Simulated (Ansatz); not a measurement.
## A computed series for BaTiO3: element substitutions

The reference is BaTiO$_{3}$ in the cubic perovskite structure (space group Pm-3m, No. 221; a = 3.9944 Å).

Each row replaces one element on all its sites; cell and atoms are relaxed.

Levels (all Ansatz, a quantum-chemistry and plane-wave program, PAW, earlier PAW set): r2SCAN (500 eV, spin-orbit coupling left out); HSE06 (420 eV, scalar-relativistic without spin-orbit coupling).

Band gaps by level, all at the geometries relaxed with r2SCAN:

```csv
case,r2SCAN,HSE06
base,2.18 eV,3.22 eV
Ti → Hf,4.20 eV,___
Ti → Zr,3.74 eV,___
```

Problem. Complete the table.

Solution. 
- Ti → Hf, HSE06: 5.18 eV
- Ti → Zr, HSE06: 4.70 eV

Single points use the geometry relaxed with r2SCAN. HSE06 gaps are upper bounds (no full band path). Spin-orbit coupling, missing from the scalar runs, can matter with Hf. No phonon test of stability was made. The final runs are not spin-polarised. Many cubic perovskites are stable only at high temperature; tilts and polar distortions were not tested. This is not the structure that BaTiO3 has at room temperature and ambient pressure.
